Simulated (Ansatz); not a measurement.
System: L1₂ (Cu3Au-type) Ni₃Al. Method: PBE in Ansatz (PAW).

Numerical settings: plane-wave cutoff 520 eV, 18×18×18 k mesh, Fermi–Dirac smearing 0.024 eV (set by the program), spin-polarised with parallel moments, scalar-relativistic PAW data made under PBE.

Computed at the level's own relaxed cell.

Hill averages of the elastic tensor: K = 181.9 GPa, G = 88.3 GPa. Volume 11.343 Å³/atom, mean atomic mass 50.765 u.

Q: Work out the density, the sound velocities of a polycrystal and the elastic Debye temperature, and Pugh's ratio at this level.

A: ρ = 1.66054 × 50.765/11.343 = 7.432 g/cm³. v_l = √[(K + 4G/3)/ρ] = 6.350 km/s and v_t = √(G/ρ) = 3.447 km/s. The mean follows from 3/v_m³ = 1/v_l³ + 2/v_t³: v_m = 3.846 km/s. Θ_D = (ħ/k_B) v_m (6π²/V)^(1/3) = 76.38 K Å s/km × 3.846 × 1.7348 Å⁻¹ = 510 K, counting all atoms of the cell. K/G = 2.06, to be set beside Pugh's rough bound of 1.75 between brittle and ductile metals.

Ansatz is a quantum-chemistry and plane-wave program.
